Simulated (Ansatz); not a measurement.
Effect of pressure 100 GPa on La

Base system: La (space group P6_3/mmc, No. 194; a = 3.661 Å, c = 11.718 Å).

One thing is altered: a hydrostatic pressure of 100 GPa.

Level of theory: DFT with PBEsol, PAW potentials and a 420 eV plane-wave cutoff in Ansatz (a quantum-chemistry and plane-wave program), no SOC. Settings: 15×15×4 k-points, 0.05 eV Fermi–Dirac smearing.

The volume per atom decreases by 18.134 Å³ to 15.87 Å³ and the density rises by 7.75 g/cm³ (6.78 g/cm³ → 14.53 g/cm³). The c/a ratio grows by 0.0804 to 3.281 and the shortest interatomic distance shrinks by 79.58 pm to 281.7 pm. The enthalpy H = E + PV relative to the base's energy comes out as +12.45 eV/atom and the band gap is still zero.

Final structure:

```
CELL_PARAMETERS angstrom
      2.81660     0.00000     0.00000
     -1.40830     2.43925     0.00000
      0.00000     0.00000     9.24082
ATOMIC_POSITIONS crystal
  La 0.00000 0.00000 0.00000
  La 0.00000 0.00000 0.50000
  La 0.33333 0.66667 0.25000
  La 0.66667 0.33333 0.75000
```

Load acts through the strain it causes; cell and atoms are relaxed under it. No phonon test of stability was made. No other phases were tried under pressure.
